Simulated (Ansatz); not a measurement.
MgS (model structure, started from the BeO type, P4₂/mnm, No. 136, 8 atoms in the cell) was calculated with r²SCAN+rVV10 (Ansatz, a program for electronic structure, PAW).

Run with plane-wave cutoff 560 eV, 6×6×10 k mesh (along the axes of the cell as run), Fermi–Dirac smearing 0.01 eV, scalar-relativistic PAW data made under PBE.

Computed at the level's own relaxed cell.

```
MgS
1.0
    6.78946     0.00000     0.00000
    0.00000     6.78946     0.00000
    0.00000     0.00000     4.06714
Mg S
4 4
Cartesian
  2.21819   4.57126   0.00000
  4.57126   2.21819   0.00000
  5.61292   5.61292   2.03357
  1.17654   1.17654   2.03357
  2.10970   2.10970   0.00000
  4.67976   4.67976   0.00000
  1.28503   5.50443   2.03357
  5.50443   1.28503   2.03357
```

Q: List the 22 lowest band energies at Γ above −25 eV (eV, relative to the valence band maximum), grouping those that round alike.

A: At Γ: -11.89, -11.16 (×2), -11.03, -3.56, -2.49, -2.15 (×2), -1.52, -1.35, -0.64 (×2), -0.34, -0.08 (×2), 0.00, 4.02, 5.17, 5.70 (×2), 5.89, 7.42.

Note: the relaxation could raise the start's symmetry but not lower it, so the cell can be a saddle point.

A model structure was made by putting elements into a prototype or built by hand; it is no filed structure, need not be a known phase, and can be a saddle point held by its symmetry.
